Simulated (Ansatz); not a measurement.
Functionals compared on F on the 1x1 (0001) surface of hcp Zr, one in a 2x2 cell, started at the site 'bridge Zr-Zr (span 3.2 Å)', in Ansatz (plane waves, PAW). The structure was relaxed with PBE; the other rows are single points on it, each with its references at the same level. Cutoff 420 eV (500 eV for r2SCAN).

Model: 17-atom slab, 7.6 Å thick at the start under the adsorbate (thin: gaps and levels are the slab's own), 5x5x1 mesh, Fermi-Dirac 0.1 eV, dipole correction, 8 atoms held, the rest relaxed; start symmetry kept, larger cells not searched; no spin, no spin-orbit, no U, no dispersion correction. At the end it is bonded to 3 Zr. In PBE it is, or lies within 0.03 eV of, the lowest of the starts that converged. These notes are the PBE run's. Adsorption energies are against ½ F2(g). A negative adsorption energy means that the adsorbate is more stable on the surface than in its reference.

```tsv
functional	adsorption energy (eV)	work function of the top face (eV)	change of the work function (eV)	rough cost of the single point
PBE	-5.37	3.88	-0.28	–
RPBE	-5.16	3.75	-0.29	around 100 core-seconds (rough)
r2SCAN	(withheld)	(withheld)	(withheld)	around 3 core-minutes (rough)
```

Question: What belongs in the gaps?

Answer: 
- r2SCAN, adsorption energy (eV): -5.89
- r2SCAN, work function of the top face (eV): 3.93
- r2SCAN, change of the work function (eV): -0.31

Ansatz is an electronic-structure program.
